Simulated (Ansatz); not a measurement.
Cost and result by functional for the adsorption energy of H2O on the 1x1 (101) surface of anatase TiO2 (cut with top plane O), one in a 2x1 cell, started at the site 'hollow O-O-O over O at depth 4.4 Å', in Ansatz (plane waves, PAW). Single points on the PBE structure, on one kind of machine; costs are rough ratios of the slab run's core time (references not counted) to the cheapest single point. r2SCAN's cost holds its higher cutoff (500 against 420 eV). Differences are taken against HSE06 for comparison alone: no measured value is at hand, so the table doesn't rank accuracy. HSE06 ran on a coarser k-mesh, which lowers its cost and may carry part of its shift.

Host crystal: anatase TiO2, with a band gap (PBE, scalar-relativistic without spin-orbit coupling).

Model: 39-atom slab, 9.4 Å thick at the start under the adsorbate (thin: gaps and levels are the slab's own), 3x4x1 mesh, Fermi-Dirac 0.01 eV, dipole correction, 14 atoms held, the rest relaxed; no symmetry held; no spin, no spin-orbit, no U, no dispersion correction. At the end it is bonded to Ti. In PBE it is, or lies within 0.03 eV of, the lowest of the starts that converged. These notes are the PBE run's. Adsorption energies are against H2O(g). A negative adsorption energy means that the adsorbate is more stable on the surface than in its reference.

```csv
functional,relative cost,adsorption energy (eV),less HSE06 (eV)
RPBE,1,-0.38,0.27
r2SCAN,2,-0.82,-0.16
HSE06,30,-0.65,0.00
PBE (the relaxed run's value),–,-0.61,0.05
```

The values span 0.43 eV, while the single points' costs differ by a factor of roughly 30. Differences are of unrounded values.

Ansatz is a first-principles code.
